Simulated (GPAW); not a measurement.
Band structure of BaHg3 (P6_3/mmc, 8 atoms in the cell).

```yaml
crystal:
  lattice:
    - [7.38498, 0.00000, 0.00000]
    - [-3.69249, 6.39558, 0.00000]
    - [0.00000, 0.00000, 5.20530]
  atoms:
    - { symbol: Ba, position: [0.33333, 0.66667, 0.75000] }
    - { symbol: Ba, position: [0.66667, 0.33333, 0.25000] }
    - { symbol: Hg, position: [0.14617, 0.29235, 0.25000] }
    - { symbol: Hg, position: [0.85382, 0.70765, 0.75000] }
    - { symbol: Hg, position: [0.85382, 0.14617, 0.75000] }
    - { symbol: Hg, position: [0.14617, 0.85382, 0.25000] }
    - { symbol: Hg, position: [0.70765, 0.85382, 0.25000] }
    - { symbol: Hg, position: [0.29235, 0.14617, 0.75000] }
```

Method of the run: PBEsol, GPAW PAW datasets PBEsol (made by gpaw-setup) (plane waves; GPAW 25.7.0).

Settings: mode = pw; ecut = 600 eV; xc = PBEsol; kpts = 3 3 3; mesh shift (steps) = 0 0 0; occupations.name = methfessel-paxton; occupations.width = 0.05 eV; occupations.order = 0; nbands = -14; symmetry.symmorphic = false; symmetry.tolerance = 0.0005; maxiter = 150; bandpath_npoints = 40.

The starting cell comes from a database of computed structures (which also holds hypothetical and non-ambient phases and stackings), without a prior relaxation at this level. Spin-orbit coupling is off.

Levels in eV from the Fermi level, bands 61 to 68:
```csv
point,61,62,63,64,65,66,67,68
Γ,-2.15,-2.15,-1.84,-0.24,0.83,1.53,1.53,2.03
M,-1.69,-1.38,-0.71,0.16,0.38,0.61,0.87,0.96
K,-2.56,-1.16,-0.78,0.13,0.74,0.74,1.19,1.19
A,-3.12,-3.12,-0.17,-0.17,-0.17,-0.17,-0.13,-0.13
L,-3.23,-3.23,-0.89,-0.89,0.42,0.42,1.28,1.28
H,-3.54,-3.54,-0.08,-0.08,0.31,0.31,0.45,0.45
```

Bands cross the Fermi level along this path, so the cell is metallic at this level.
